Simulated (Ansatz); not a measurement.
## A computed series for Sn2Rh3S2: element substitutions

Base system: Sn2Rh3S2 (space group R-3m, No. 166; a = 5.629 Å, c = 13.275 Å (hexagonal axes); a cell from a computed database, its experimental status unchecked).

Each row replaces one element on all its sites; cell and atoms are relaxed.

Computed with Kohn–Sham DFT with the PBEsol functional, run in Ansatz (a first-principles code) with PAW and 420 eV plane waves, scalar-relativistic without spin-orbit coupling.

```
change   c/a ratio  shortest interatomic distance
-------  ---------  -----------------------------
base         2.358                        2.293 Å
Rh → Ag          …                              …
Sn → Be      2.105                        2.132 Å
S → Cl       2.401                        2.368 Å
```

Problem. What belongs in the blanks?

Solution. 
- Rh → Ag, c/a ratio: 2.432
- Rh → Ag, shortest interatomic distance: 2.582 Å

No phonon test of stability was made. As relaxed here, Ag3Sn2S2, Be2Rh3S2 and Sn2Rh3Cl2 are hypothetical phases, not in the database extracts checked. No Hubbard U is applied, and correlation can decide whether such a compound is a metal. All final runs are without spin polarisation. An odd electron count without spin: Ag3Sn2S2, Sn2Rh3S2, Be2Rh3S2 and Sn2Rh3Cl2. Sn2Rh3S2 and Sn2Rh3Cl2 have a high density of states at the Fermi level and may be magnetic at this level.
